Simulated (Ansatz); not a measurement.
**YC (model structure, started from the rocksalt type, Fm-3m, No. 225, 2 atoms in the cell)**

These are LDA (PAW; Ansatz, a quantum-chemistry and plane-wave program) values and carry that method's errors.

Run with plane-wave cutoff 520 eV, 20×20×20 k mesh, Fermi–Dirac smearing 0.05 eV, scalar-relativistic PAW data made under PBE.

Cell (relaxed at this level):

```yaml
crystal:
  lattice:
    - [0.00000, 2.49699, 2.49699]
    - [2.49699, 0.00000, 2.49699]
    - [2.49699, 2.49699, 0.00000]
  atoms:
    - { symbol: C, position: [0.00000, 0.00000, 0.00000] }
    - { symbol: Y, position: [0.50000, 0.50000, 0.50000] }
```

For YC (model structure, started from the rocksalt type, Fm-3m, No. 225, 2 atoms in the cell), the band gap comes out as zero (no gap) and the bulk modulus comes out as 142 GPa.

Note: the bulk modulus is −V dP/dV from two relaxed cells at ±2 % in volume; the relaxation could raise the start's symmetry but not lower it, so the cell can be a saddle point.

Spin–orbit coupling is not included.

Computing time: about 40 core-seconds (a rough figure).

A model structure was made by putting elements into a prototype or built by hand; it is no filed structure, need not be a known phase, and can be a saddle point held by its symmetry.
